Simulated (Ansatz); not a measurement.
Consider Sc-vacancy pair (Sc on one host Ce site, one O site vacant) in ceria, charge state +1. Method: PBE, PAW (plane waves to 420 eV; Ansatz, a quantum-chemistry and plane-wave program).

Cell of 96 host sites held at the relaxed PBE lattice; one k-point at (0.250, 0.250, 0.250); Fermi-Dirac width 0.01 eV, spin-restricted; finite-size errors left in. Energies are static. Spin-orbit coupling is left out. The charge state is imposed; whether it is stable for some Fermi level was not computed. Forms of the defect that were not tried may lie lower.

Barriers: single points on a 2×2×2 k-point mesh shifted by half a step at the bands' geometries.

The step: a nearby O atom hops onto the vacant site (Sc-vacancy distance between ideal sites 2.37 Å throughout). Atoms about the jump, Cartesian Å from the middle of the jump, before and after:

```tsv
atom	x0	y0	z0	x1	y1	z1
O1	0.00	0.00	1.08	0.00	0.00	-1.08
Sc2	-1.48	1.48	0.14	-1.48	1.48	-0.14
Ce3	1.46	-1.46	0.09	1.46	-1.46	-0.09
O4	-2.42	0.00	-1.34	-2.70	0.04	-1.36
O5	0.00	2.44	-1.34	-0.04	2.70	-1.36
O6	-2.70	0.04	1.36	-2.44	0.00	1.34
O7	-0.04	2.70	1.36	0.00	2.42	1.34
O8	2.59	-0.03	-1.37	2.77	-0.05	-1.38
O9	0.05	-2.77	1.38	0.03	-2.59	1.37
O10	2.77	-0.05	1.39	2.58	-0.03	1.37
O11	0.03	-2.58	-1.37	0.05	-2.77	-1.39
Ce12	-1.35	-1.37	2.69	-1.44	-1.46	2.80
Ce13	1.46	1.44	-2.80	1.37	1.35	-2.69
Ce14	1.37	1.35	2.69	1.45	1.44	2.80
Ce15	-1.44	-1.45	-2.80	-1.35	-1.37	-2.69
O16	0.02	-0.02	4.06	0.02	-0.02	3.93
O17	0.02	-0.02	-3.93	0.02	-0.02	-4.06
```

### Question
Predict the transition state.

### Answer

```json
[
 {"atom": "O1", "x": "-0.02", "y": "0.02", "z": "-0.01"},
 {"atom": "Sc2", "x": "-1.48", "y": "1.47", "z": "-0.01"},
 {"atom": "Ce3", "x": "1.45", "y": "-1.46", "z": "-0.01"},
 {"atom": "O4", "x": "-2.60", "y": "0.01", "z": "-1.39"},
 {"atom": "O5", "x": "-0.02", "y": "2.59", "z": "-1.39"},
 {"atom": "O6", "x": "-2.60", "y": "0.01", "z": "1.38"},
 {"atom": "O7", "x": "-0.01", "y": "2.59", "z": "1.38"},
 {"atom": "O8", "x": "2.70", "y": "-0.03", "z": "-1.41"},
 {"atom": "O9", "x": "0.03", "y": "-2.71", "z": "1.40"},
 {"atom": "O10", "x": "2.70", "y": "-0.03", "z": "1.40"},
 {"atom": "O11", "x": "0.02", "y": "-2.71", "z": "-1.41"},
 {"atom": "Ce12", "x": "-1.43", "y": "-1.45", "z": "2.75"},
 {"atom": "Ce13", "x": "1.44", "y": "1.42", "z": "-2.76"},
 {"atom": "Ce14", "x": "1.44", "y": "1.42", "z": "2.75"},
 {"atom": "Ce15", "x": "-1.43", "y": "-1.45", "z": "-2.77"},
 {"atom": "O16", "x": "0.02", "y": "-0.03", "z": "3.93"},
 {"atom": "O17", "x": "0.02", "y": "-0.03", "z": "-3.95"}
]
```
It lies 0.28 eV above the start and 0.28 eV above the end. The saddle point's order was not checked, and it lies on a symmetry element of the cell, where a band can be held.
